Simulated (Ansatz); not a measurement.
# What isotropic strain +2.50 % does to Sn

The reference is Sn in the diamond structure (space group Fd-3m, No. 227; a = 6.5402 Å; relaxed with 0.1 eV smearing).

Modification: an isotropic linear strain of +2.50 %, atoms relaxed at fixed cell.

The values are results of Ansatz (a program for electronic structure), PBEsol, PAW, cutoff 420 eV, spin-orbit coupling left out, not measurements. Γ-centred 15×15×15 mesh, Fermi–Dirac width 0.1 eV.

```json
[
 {"quantity": "volume per atom", "base": "34.97 Å³", "changed": "37.66 Å³", "shift": "+2.69 Å³"},
 {"quantity": "space group", "base": "Fd-3m (No. 227)", "changed": "Fd-3m (No. 227)", "shift": "–"},
 {"quantity": "shortest interatomic distance", "base": "2.832 Å", "changed": "2.903 Å", "shift": "+0.071 Å"},
 {"quantity": "energy relative to the base (free energy F)", "base": "0 meV/atom", "changed": "+23 meV/atom", "shift": "+23 meV/atom"},
 {"quantity": "pressure", "base": "0.0 GPa", "changed": "-2.6 GPa", "shift": "-2.6 GPa"},
 {"quantity": "band gap", "base": "zero", "changed": "zero", "shift": "–"}
]
```

Final structure:

```
Sn
1.0
    0.00000     3.35184     3.35184
    3.35184     0.00000     3.35184
    3.35184     3.35184     0.00000
Sn
2
Direct
  0.00000   0.00000   0.00000
  0.25000   0.25000   0.25000
```

Whether these cells are dynamically stable was not tested.
